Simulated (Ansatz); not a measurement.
The parent structure is ZrS₂ in the CdI2 type structure (space group P-3m1, No. 164; a = 3.5781 Å, c = 5.5401 Å; layered, stacked along the Cartesian z axis). Axes: x lies along a and z along c of the hexagonal cell.

Computed with PBEsol-D3(BJ) (Ansatz, a first-principles code, PAW, no SOC).

Strains are applied to the cell and any free atomic positions relax; under biaxial strain the out-of-plane vector relaxes too.

One change was made to it. Results:

```csv
quantity,base,after
"pressure (mean of the normal stresses, compression positive)",0.0 GPa,3.7 GPa
band gap,0.29 eV,zero
shortest interatomic distance,4.788 bohr,4.750 bohr
```

### Question
Which of these changes matches the shifts?
(A) biaxial strain +2.00 %, plane normal [001], relaxed out of plane
(B) biaxial strain −3.00 %, plane normal [001], relaxed out of plane
(C) biaxial strain +2.50 %, plane normal [001], relaxed out of plane
(D) biaxial strain −0.50 %, plane normal [001], relaxed out of plane

### Answer
B, biaxial strain −3.00 %, plane normal [001], relaxed out of plane. For comparison, the band gap in the other runs: biaxial strain +2.00 %, plane normal [001], relaxed out of plane gives 0.45 eV; biaxial strain −0.50 %, plane normal [001], relaxed out of plane gives 0.25 eV; biaxial strain +2.50 %, plane normal [001], relaxed out of plane gives 0.48 eV.

Whether these cells are dynamically stable was not tested. The final runs are not spin-polarised. Gaps under 0.05 eV, about the width of the smearing, are given as zero. A zero or small gap of ZrS2 can be the functional's error rather than a property of the material.
